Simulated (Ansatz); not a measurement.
Start from Ga2O3 in the corundum structure (space group R-3c, No. 167; a = 4.950 Å, c = 13.306 Å (hexagonal axes)). Axes: x lies along a and z along c of the hexagonal cell.

All numbers come from LDA (Ansatz, a first-principles code), spin-orbit coupling left out.

Before the change:

```
Property          Result
---------------  -------
Volume per atom  9.41 Å³
Band gap         3.04 eV
```

The change: biaxial strain +1.50 %, plane normal [001], relaxed out of plane (Cartesian); in-plane vectors clamped, the third vector and the atoms free.

Problem. How does this affect the volume per atom?

Solution. The volume per atom goes up by 0.17 Å³ (9.41 Å³ → 9.58 Å³).

Problem. Estimate the effect on the band gap.

Solution. The band gap shrinks by 0.27 eV, from 3.04 eV to 2.77 eV.

Problem. Predict the new energy relative to the base.

Solution. The energy increases by 6.4 meV/atom.

Problem. Predict the new in-plane stress.

Solution. The mean in-plane stress (compression positive) is -7.1 GPa.

Semilocal Kohn–Sham gaps tend to fall short of experiment. Whether these cells are dynamically stable was not tested.
